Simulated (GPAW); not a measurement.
# Equation of state of cubic perovskite BaHfO3 (space group 221): energy against volume (GPAW, PBEsol)

```xyz
5
Lattice="4.0489 0.0000 0.0000 0.0000 4.0489 0.0000 0.0000 0.0000 4.0489" Properties=species:S:1:pos:R:3 pbc="T T T"
Ba     0.0000     0.0000     0.0000
Hf     2.0245     2.0245     2.0245
O      2.0245     0.0000     2.0245
O      0.0000     2.0245     2.0245
O      2.0245     2.0245     0.0000
```

Level of theory: PBEsol, GPAW PAW datasets PBEsol (made by gpaw-setup) (plane waves; GPAW 25.7.0). Settings: mode = pw; ecut = 1040 eV; xc = PBEsol; kpts = 8 8 8; mesh shift (steps) = 0 0 0; occupations.name = fermi-dirac; occupations.width = 0.01 eV; nbands = -8; convergence.bands = -6; symmetry.symmorphic = false; symmetry.tolerance = 0.0005; maxiter = 100. The cell above is the first row's. The rows scale it uniformly. In all rows fractional positions and the k mesh are held. E is the free energy at the stated smearing, counted from the lowest row.

```csv
V (Å^3/atom),E (meV/atom)
13.275,62.70
13.564,34.80
13.853,15.65
14.141,4.32
14.430,0.00
14.718,1.97
15.007,9.57
15.296,22.21
15.584,?
```

**Question.** Fit E against V with the third-order Birch-Murnaghan form, a cubic in V^(-2/3), and predict the withheld value at V = 15.584.

**Answer.** With u = V^(-2/3) - 0.170, the rows have u = 0.008365, 0.005823, 0.003369, 0.001007, -0.001284, -0.003492, -0.005637, -0.007714. Least squares gives E = 1.635 + 2058.82·u + 619433·u² + 860415·u³. Residuals (row less fit): -0.004, 0.003, 0.015, -0.017, -0.011, 0.008, 0.012, -0.008; standard error 0.015 (degrees of freedom: 4). Its minimum lies at u = -0.001668, so V0 = (0.168332)^(-3/2) = 14.48. There d²E/du² = 1230000 and d³E/du³ = 5162000, so B0 = (4/9) × 14.48^(-7/3) × 1230000 × 0.160218 = 171 GPa (the last factor turns the table's units into GPa), and B0' = 4 + (2/3) × 0.168332 × (5162000)/1230000 = 4.5. The program's pressures in the fitted runs (not shown) pass through zero at V = 14.48, 0.01 % from this V0. At the withheld row, u = -0.009719, so E = 1.635 + 2058.82 × (-0.009719) + 619433 × (-0.009719)² + 860415 × (-0.009719)³ = 39.346 meV/atom. The calculation gives 39.38 meV/atom, 0.034 meV/atom above the prediction (0.1 % of the range of E in the table). The row lies outside the fitted rows, so this is an extrapolation. From the scatter of the fitted rows alone, a prediction at this place has a standard error of 0.037 meV/atom, so the miss is 0.9 times that.

Carrying the step between the two nearest rows on in a straight line would have given 34.81, off by 4.57; series whose last step already gives the withheld value aren't shown. The scan was laid around a cell of about the measured size, scaled by a guess for this functional. The runs keep the symmetry of the cell, so they don't test it for distortions. Spin-orbit coupling is off. Cutoffs and mesh are single choices, not tested for convergence of this quantity. Series with a scatter that would blur these digits, or in which a gap closes, are not shown. Nor are scans whose minimum lies at an end fitted in this form.
